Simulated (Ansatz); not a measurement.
The cell is made up: elements placed on another compound's structure type, so the phase may be hypothetical.

The decay constant κ of evanescent states in the gap governs leakage through a thin film.

Data:

```xyz
10
Lattice="5.7343 0.0000 0.0000 0.0000 5.9066 -0.1284 2.8671 -2.5565 4.2324" Properties=species:S:1:pos:R:3 pbc="T T T"
Ga     0.5402     2.5807     0.6583
Ga     5.1941    -0.3726     0.7225
Ga     3.2550     1.7512     1.9935
Ga     2.4792     4.7045     1.9293
O      6.4578     4.3398     1.3570
O      5.0107     1.3865     1.4212
O      2.9312     3.2498     3.0642
O      2.8031     0.2965     3.1284
O      3.6610     4.5896     0.5751
O      2.0733     1.6363     0.6393
```

Space group of this cell: Cc. The cell was relaxed by PBE-D3(BJ); by r2SCAN its mean pressure is -4.0 GPa.

Transport runs along the normal of the first two printed cell vectors.

The gap is the functional's own, uncorrected, and κ follows it; spin-orbit coupling is left out. Mid-gap values are interpolated between the computed energies.

**Question.** Give the band gap and the smallest decay constant κ at mid-gap that r2SCAN (Ansatz, a first-principles code) yields.

**Answer.** Gap 2.63 eV on a 8×6×8 mesh; κ = 0.284 1/Å, at the zone centre.
